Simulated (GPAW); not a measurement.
Troubleshooting GPAW: a failed run on VP4 (C2/c, 10 atoms in the cell). The aim is a self-consistent single point with DFT PBEsol, plane waves, GPAW PAW datasets PBEsol (made by gpaw-setup).

Input as run:

```python
from ase import Atoms
from ase.units import GPa
from gpaw import GPAW, PW

atoms = Atoms(['V', 'V', 'P', 'P', 'P', 'P', 'P', 'P', 'P', 'P', 'P'],
              cell=[[2.678684, -5.597822, 0.000000],
                    [2.678684, 5.597822, 0.000000],
                    [-2.100814, 0.000000, 5.592593]],
              positions=[[2.153481, 4.889586, 1.398148],
                         [1.103073, -4.889586, 4.194445],
                         [3.231332, -2.503234, 1.737003],
                         [0.025222, 2.503234, 3.855590],
                         [1.075629, -2.503234, 1.059293],
                         [2.180925, 2.503234, 4.533300],
                         [3.204775, 0.997644, 1.802996],
                         [0.051779, -0.997644, 3.789597],
                         [1.102186, 0.997644, 0.993300],
                         [2.154368, -0.997644, 4.599293],
                         [1.981029, 2.501857, 4.539525]],
              pbc=True)

calc = GPAW(mode=PW(850),
            xc='PBEsol',
            kpts={'size': (5, 5, 4), 'gamma': True},
            occupations={'name': 'marzari-vanderbilt', 'width': 0.136},
            nbands=-19,
            convergence={'forces': 0.001},
            symmetry={'symmorphic': False, 'tolerance': 0.0005},
            maxiter=100,
            txt='-')

atoms.calc = calc

energy = atoms.get_potential_energy()
print('Energy (eV):', round(energy, 6))
forces = atoms.get_forces()
print('Forces (eV/Ang):')
print(forces.round(5))
stress = atoms.get_stress()
print('Stress (GPa, Voigt):', (stress / GPa).round(4))
```

Output, abridged:

```
     iter     time        total  log10-change:
                         energy   eigst   dens  force
iter:   1 --:--:--   336.014030
iter:   2 --:--:--   329.911158   +1.19  -0.71
iter:   3 --:--:--   254.714880   +0.68  -0.68
iter:   4 --:--:--   388.735145   -0.02  -0.61
iter:   5 --:--:--   387.595742   -0.08  -0.70
Traceback (most recent call last):
   [... frames left out ...]
numpy.linalg.LinAlgError: The leading minor of order 108 of B is not positive definite. The factorization of B could not be completed and no eigenvalues or eigenvectors were computed.

The above exception was the direct cause of the following exception:

Traceback (most recent call last):
   [... frames left out ...]
ValueError: Too few plane waves or grid points
```

From the messages shown, name the fault and mend the input.

The fault is one atom entered twice; here the program stops on it instead of giving results. To fix it, remove the duplicate atom. The program stopped with an error at about iteration 5.

An input that runs soundly differs in these lines (not the only fix; some lines may just follow from the change or write a value another way):
```diff
-atoms = Atoms(['V', 'V', 'P', 'P', 'P', 'P', 'P', 'P', 'P', 'P', 'P'],
+atoms = Atoms(['V', 'V', 'P', 'P', 'P', 'P', 'P', 'P', 'P', 'P'],
-                         [2.154368, -0.997644, 4.599293],
-                         [1.981029, 2.501857, 4.539525]],
+                         [2.154368, -0.997644, 4.599293]],
-            nbands=-19,
+            nbands=-18,
```

With that input, the run converged in 26 iterations: free energy E − TS (from the program's reference atoms) -67.9806 eV; Fermi level (on the code's own zero) 7.43 eV; pressure -8.99 GPa; largest force (vector length) 0.240 eV/Å (DFT PBEsol, plane waves, GPAW PAW datasets PBEsol (made by gpaw-setup)).

On the sound input: the starting cell comes from a database of computed structures (which also holds hypothetical and non-ambient phases and stackings), without a prior relaxation at this level. Its lattice was rescaled by a random factor within 2.5 % of one. Spin polarisation is off, so a magnetic state, if there is one, cannot be reached. With a pressure of about -9 GPa the cell is away from its equilibrium volume at this level.
